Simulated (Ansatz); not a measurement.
Consider the following.

End structure of a constructed model of the (0001) surface of hcp Re, a layer of Ti in place of the second plane (bottom of the slab: a bare face, its two planes held):

```yaml
crystal:
  lattice:
    - [2.77572, 0.00000, 0.00000]
    - [-1.38786, 2.40385, 0.00000]
    - [0.00000, 0.00000, 27.50000]
  atoms:
    - { symbol: Re, position: [0.66667, 0.33333, 0.29435] }
    - { symbol: Re, position: [0.33333, 0.66667, 0.37583] }
    - { symbol: Re, position: [0.66667, 0.33333, 0.45888] }
    - { symbol: Re, position: [0.33333, 0.66667, 0.53751] }
    - { symbol: Ti, position: [0.66667, 0.33333, 0.62301] }
    - { symbol: Re, position: [0.33333, 0.66667, 0.70723] }
```

Model: 6-atom slab, 11.3 Å thick at the start, 15x15x1 mesh, Fermi-Dirac 0.1 eV, dipole correction, 2 atoms held, the rest relaxed; held to the start's symmetry, so lower structures may exist; no spin, no spin-orbit, no U. It is one candidate, not shown to be the stable structure of the face.

### Question
Predict the work function of the top face from Ansatz (a program for electronic structure) with PBE.

### Answer
5.15 eV
